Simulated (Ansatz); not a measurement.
**SnO: biaxial strain −3.00 %, plane normal [001], relaxed out of plane**

Start from SnO (space group P4/nmm, No. 129; a = 3.769 Å, c = 4.557 Å; layered, stacked along the Cartesian z axis; relaxed with 0.1 eV smearing). Axes: x, y, z lie along a, b, c of the conventional cell.

The change: biaxial strain −3.00 %, plane normal [001], relaxed out of plane (Cartesian); in-plane vectors clamped, the third vector and the atoms free.

Computed with PBEsol-D3(BJ), PAW, 420 eV (Ansatz, a first-principles code; spin-orbit coupling left out). Settings: 15×15×13 k-points, 0.1 eV Fermi–Dirac smearing.

| quantity | base | changed | shift |
|---|---|---|---|
| volume per atom | 16.18 Å³ | 15.48 Å³ | -0.70 Å³ |
| space group | P4/nmm (No. 129) | P4/nmm (No. 129) | – |
| shortest interatomic distance | 2.211 Å | 2.185 Å | -0.026 Å |
| pressure (mean of the normal stresses, compression positive) | 0.0 GPa | 4.2 GPa | +4.2 GPa |
| band gap | zero | zero | – |
| out-of-plane strain | – | +1.68 % | – |
| ratio −ε⊥/ε∥ | – | 0.56 | – |
| mean in-plane stress (compression positive) | – | +6.3 GPa | – |

Final structure (turned so that z lies along the plane normal):

```
SnO
1.0
    3.65545     0.00000     0.00000
    0.00000     3.65545     0.00000
    0.00000     0.00000     4.63378
Sn O
2 2
Direct
  0.50000   0.00000   0.74179
  0.00000   0.50000   0.25821
  0.50000   0.50000   0.00000
  0.00000   0.00000   0.00000
```

Stability against distortions was not tested. All final runs are without spin polarisation. A zero or small gap of SnO can be the functional's error rather than a property of the material.
